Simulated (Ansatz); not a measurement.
**Cost against accuracy: basis.ecutwfc for Sr₄Nb₃PO₁₄ (P1, 22 atoms in the cell)**

Cell: a = 3.9735 Å, b = 5.6293 Å, c = 13.2952 Å, α = 86.20°, β = 81.48°, γ = 89.57°.

Level of theory: PBEsol, default PAW files made with PBE (plane waves; Ansatz, an electronic-structure program).

Base settings: basis.ecutwfc = 420 eV; kpoints.mp_grid.grid = 4 3 1; hamiltonian.xc = pbesol; hamiltonian.pseudopotentials = {kind: paw} (the program's default PAW files); scf.occupations.method = fermi_dirac; scf.occupations.width = 0.01 eV.

Misses are taken against the tightest run, 840 eV, which need not be fully converged itself. The energy is the free energy per atom.

The count of work is k-points × plane waves × bands × iterations; it is no time, and leaves out set-up, grids and terms that scale otherwise. 

Ansatz's pressure holds its estimate of the finite-basis (Pulay) stress, which hides part of the cutoff error; the uncorrected pressure shows it.

The starting cell comes from a database of computed structures (which also holds hypothetical and non-ambient phases and stackings), without a prior relaxation at this level. Its lattice was rescaled by a random factor within 2.5 % of one. In the base run, forces exceed 1 eV/Å. Ansatz's pressure includes its estimate of the finite-basis (Pulay) stress.

| basis.ecutwfc | energy less reference (meV/atom) | pressure less reference (GPa) | largest difference in the force on any atom (eV/Å) | uncorrected pressure less reference (GPa) | count of work / reference |
|---|---|---|---|---|---|
| 170 eV | 9293.89 | 12.05 | 3.988 | -287.08 | 0.11 |
| 210 eV | 3468.04 | 3.49 | 2.229 | -145.28 | 0.15 |
| 250 eV | 1210.18 | 0.11 | 0.869 | -65.54 | 0.16 |
| 295 eV | 345.75 | -0.46 | 0.297 | -24.22 | 0.21 |
| 335 eV | 101.35 | -0.14 | 0.068 | -8.89 | 0.25 |
| 380 eV | 21.38 | -0.03 | 0.012 | -2.42 | 0.30 |
| 420 eV | 4.52 | 0.00 | 0.002 | -0.59 | 0.36 |
| 485 eV | 0.80 | 0.01 | 0.003 | 0.01 | 0.44 |
| 545 eV | 0.64 | 0.01 | 0.002 | 0.01 | 0.52 |
| 630 eV | 0.31 | 0.00 | 0.001 | 0.01 | 0.65 |
| 735 eV | 0.20 | 0.00 | 0.000 | 0.01 | 0.82 |
| 840 eV | 0.00 | 0.00 | 0.000 | 0.00 | 1.0 |

Coarsest setting among those run that, with all tighter ones, holds the energy within 10 meV/atom of the reference: 420 eV, off by 4.5 meV/atom; it needs 0.36 of the reference's count of work.

Coarsest setting among those run that, with all tighter ones, holds the energy within 0.5 meV/atom of the reference: 630 eV, off by 0.31 meV/atom; its saving against the reference is no more than about a factor of 2 in the count of work.

The step from 420 eV to 735 eV: it takes the miss in the energy from 4.5 to 0.20 meV/atom, for 2.3 times the count of work.

Keys are those of Ansatz 0.2.
